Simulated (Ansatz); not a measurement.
Sn, element substitutions

The parent structure is Sn in the diamond structure (space group Fd-3m, No. 227; a = 6.569 Å).

Each row replaces one element on all its sites; cell and atoms are relaxed.

The values are results of r2SCAN/PAW in Ansatz (a program for electronic structure), spin-orbit coupling left out, earlier PAW set, not measurements.

Before the change:

The volume per atom is 35.43 Å³.

**Question.** The aim is a volume per atom between 40.99 Å³ and 44.21 Å³. Which of these changes reaches it?
A) Sn → Ni
B) Sn → Si
C) Sn → W
D) Sn → Pb

**Answer.** D, Sn → Pb. It gives 42.02 Å³; Sn → Ni gives 15.87 Å³; Sn → W gives 24.27 Å³; Sn → Si gives 20.17 Å³. Changes not listed may reach it too

Other magnetic orders, which the real material may have, were not ruled out. Stability against distortions was not tested. As relaxed here, Ni and W are hypothetical phases, not in the database extracts checked. For Pb in this form, whether it has been made was not checked. Spin-polarised in the final run: Ni; the other runs are not. This is not the structure that Pb has at room temperature and ambient pressure.
